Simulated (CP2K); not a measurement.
Band structure of Ir (Fm-3m, 1 atom in the cell).

```yaml
crystal:
  lattice:
    - [2.71529, 0.00000, 0.00000]
    - [1.35764, 2.35151, 0.00000]
    - [1.35764, 0.78384, 2.21703]
  atoms:
    - { symbol: Ir, position: [0.00000, 0.00000, 0.00000] }
```

Method of the run: PBE, GPW, DZVP-MOLOPT-SR-GTH basis, GTH-PBE potentials (GTH_POTENTIALS) run with CP2K 2026.2.

Settings: CUTOFF = 500 Ry; REL_CUTOFF = 50 Ry; SMEAR/METHOD = FERMI_DIRAC; ELECTRONIC_TEMPERATURE = 1160.45 K; KPOINTS/SCHEME = MONKHORST-PACK 10 10 10; GAMMA_CENTERED = T; XC_FUNCTIONAL = PBE; Ir/BASIS_SET = DZVP-MOLOPT-SR-GTH; Ir/POTENTIAL = GTH-PBE-q17; METHOD = GPW; EPS_DEFAULT = 1e-10; EXTRAPOLATION = USE_GUESS; NGRIDS = 5; SCF_GUESS = ATOMIC.

The starting cell has typed, rounded lattice constants, without a prior relaxation at this level. Spin-orbit coupling is off. Spin polarisation is off. Values carry the incompleteness of an atom-centred basis.

Levels in eV from the Fermi level, bands 5 to 10:
| point | 5 | 6 | 7 | 8 | 9 | 10 |
|---|---|---|---|---|---|---|
| Γ | -11.22 | -3.95 | -3.95 | -3.95 | -1.23 | -1.23 |
| X | -8.02 | -7.44 | 0.83 | 1.44 | 1.44 | 1.71 |
| W | -6.37 | -4.99 | -4.99 | -1.88 | 1.44 | 8.25 |
| K | -7.05 | -6.10 | -3.00 | -0.94 | 0.55 | 6.29 |
| L | -8.21 | -4.05 | -4.05 | -0.85 | 0.86 | 0.86 |
| U | -7.05 | -6.10 | -3.00 | -0.94 | 0.55 | 6.29 |

Bands cross the Fermi level along this path, so the cell is metallic at this level.

Higher empty bands are left out: an atom-centred basis made for the valence describes them poorly.
